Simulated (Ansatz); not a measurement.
The parent structure is Mg2C (space group Pn-3m, No. 224; a = 4.839 Å; a hypothetical phase, not in the database extracts checked). Axes: x, y, z lie along the cube axes.

(Cell as relaxed with PBE.)

Levels (all Ansatz, a first-principles code, PAW): PBE (420 eV, scalar-relativistic without spin-orbit coupling); PBEsol (420 eV, no SOC).

Each level relaxes its own structure.

```csv
base,PBE,PBEsol
volume per atom,18.89 Å³,18.53 Å³
lattice parameter a,4.839 Å,4.809 Å
band gap,zero,zero
```

One thing is altered: the cell is stretched by 3.31 % along y with no lateral relaxation, atoms relaxed at fixed cell.

```tsv
quantity	PBE	PBEsol
energy relative to the base (free energy F)	+3.6 meV/atom	?
shortest interatomic distance	2.119 Å	?
pressure (mean of the normal stresses, compression positive)	-1.8 GPa	?
band gap	zero	?
```

Predict the PBEsol column.


- energy relative to the base (free energy F), PBEsol: +3.6 meV/atom
- shortest interatomic distance, PBEsol: 2.105 Å
- pressure (mean of the normal stresses, compression positive), PBEsol: -1.9 GPa
- band gap, PBEsol: zero

PBE's shortest interatomic distance lies 0.0134 Å above PBEsol's (0.6 %); the two agree on the energy relative to the base and band gap. Neither level is exact; PBEsol is the comparison here, not a measurement.

The mesh was chosen for an insulator and is coarse for the gapless case. The cells carry an imposed strain or load. Whether these cells are dynamically stable was not tested. All final runs are without spin polarisation. A zero or small gap of Mg2C can be the functional's error rather than a property of the material.
